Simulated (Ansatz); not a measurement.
Density of states of YSi2Rh2 (I4/mmm, 5 atoms in the cell).

```
Y(SiRh)2
1.0
   -2.02689     2.02689     4.99458
    2.02689    -2.02689     4.99458
    2.02689     2.02689    -4.99458
Y Si Rh
1 2 2
Direct
  0.00000   0.00000   0.00000
  0.62237   0.62237   0.00000
  0.37763   0.37763   0.00000
  0.25000   0.75000   0.50000
  0.75000   0.25000   0.50000
```

Level of theory: LDA (PW92), default PAW files made with PBE (plane waves; Ansatz, a program for electronic structure).

SCF settings: basis.ecutwfc = 30.9 Ry; kpoints.mp_grid.grid = 11 11 11; hamiltonian.xc = lda; hamiltonian.pseudopotentials = {kind: paw} (the program's default PAW files); scf.occupations.method = cold; scf.occupations.width = 0.01 Ry. Keys of the DOS step: output.dos.nscf_kmesh.grid = 17 17 17; output.dos.method = {smearing: {sigma: 0.3}} eV.

The starting cell comes from a database of computed structures (which also holds hypothetical and non-ambient phases and stackings), without a prior relaxation at this level. Its lattice was rescaled by a random factor within 2.5 % of one. Spin polarisation is off.

Total DOS (both spins), as means of the tabulated values in each energy bin; the zero is the program's Fermi level or highest filled level, and the curve is cut to this window:

| E (eV) | states/eV/cell |
|---|---|
| -7.80 | 1.79 |
| -7.40 | 0.97 |
| -7.00 | 0.14 |
| -6.60 | 0.02 |
| -6.20 | 0.42 |
| -5.80 | 1.96 |
| -5.40 | 3.26 |
| -5.00 | 3.65 |
| -4.60 | 4.08 |
| -4.20 | 5.09 |
| -3.80 | 7.26 |
| -3.40 | 6.02 |
| -3.00 | 5.30 |
| -2.60 | 5.78 |
| -2.20 | 5.77 |
| -1.80 | 4.27 |
| -1.40 | 3.14 |
| -1.00 | 2.48 |
| -0.60 | 1.98 |
| -0.20 | 2.04 |
| 0.20 | 2.50 |
| 0.60 | 2.94 |
| 1.00 | 2.53 |

Around zero the curve holds about 2.3 states/eV/cell.

Keys are those of Ansatz 0.2.
